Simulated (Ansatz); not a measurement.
Amorphous Si₂₄O₄₈Ag₂, 74 atoms at 2.45 g/cm³, one PBE-relaxed geometry, zone centre. Methods: PBE, scalar-relativistic without spin-orbit coupling (Ansatz, a quantum-chemistry and plane-wave program); r2SCAN, scalar-relativistic without spin-orbit coupling (Ansatz); HSE06, scalar-relativistic without spin-orbit coupling (Ansatz). Plane waves to 420 eV (r2SCAN 500 eV); exact exchange is cut at the cell's faces. At PBE the levels at both edges of the gap are localised (band-tail or defect states), and the nearest spread-out levels lie 5.9 eV apart at the zone centre. All rungs ran without spin polarisation.

It comes from a melt-quench run on a machine-learned potential (CHGNet), relaxed afterwards by DFT. O atoms were pushed apart under 1.9 Å during the dynamics, to hinder bonds among them. The hot cell started wider than the set density and was brought back towards it in steps. It is the lowest in DFT energy of 2 quenches. It is a model cell: composition and starting density were chosen by hand, and all elements were melted together. No dispersion term was used. Its density started from a set value of 2.45 and ended at 2.45 g/cm³. The quench (nominally 480 K/ps over its main leg) was far faster than any real one, so the model tends to hold more defects than a real film. One small periodic cell is one sample of the glass; other quenches scatter about these values. The volume was held where the preparation left it, at a PBE pressure of -0.7 GPa (tension). Stress components on the final sampling reach 2.5 GPa. On a 2×2×2 Γ-centred mesh force components of up to 0.18 eV/Å stay, since the relaxation ran on the zone centre alone.

The relaxation ran on the zone centre alone. At PBE the gap between localised states is 1.74 eV on a 2×2×2 Γ-centred mesh, and the spacing at the zone centre alone 1.88 eV.

**Question.** What zone-centre spacing does r2SCAN give, roughly?

**Answer.** 2.12 eV (+0.23 eV against PBE).

**Question.** What zone-centre spacing does HSE06 give, roughly?

**Answer.** 2.80 eV (+0.92 eV against PBE).

The highest filled and the lowest empty state spread over these numbers of atoms (participation numbers): PBE: 4.2 and 5.8; r2SCAN: 4.0 and 5.4; HSE06: 4.1 and 6.5.
